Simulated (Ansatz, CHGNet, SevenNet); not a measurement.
## Ti3Al (P6₃/mmc, No. 194): properties by level of theory

| level (code) | lattice constant a (Å) | lattice parameter c (Å) | enthalpy of formation (eV/atom) |
|---|---|---|---|
| CHGNet-r²SCAN (CHGNet) | 5.758 | 4.633 | -0.318 |
| SevenNet-0 (SevenNet) | 5.717 | 4.695 | -0.328 |
| SevenNet-l3i5 (SevenNet) | 5.740 | [?] | -0.325 |
| PBE (Ansatz) | 5.759 | 4.657 | -0.279 |
| PBEsol (Ansatz) | 5.690 | [?] | -0.284 |

### Question
Some entries are withheld; supply them.

### Answer

- SevenNet-l3i5 (SevenNet), lattice parameter c (Å): 4.676
- PBEsol (Ansatz, a first-principles code), lattice parameter c (Å): 4.609

Ansatz's density-functional and Hartree–Fock values are scalar-relativistic unless marked +SOC, with PAW data made under PBE.
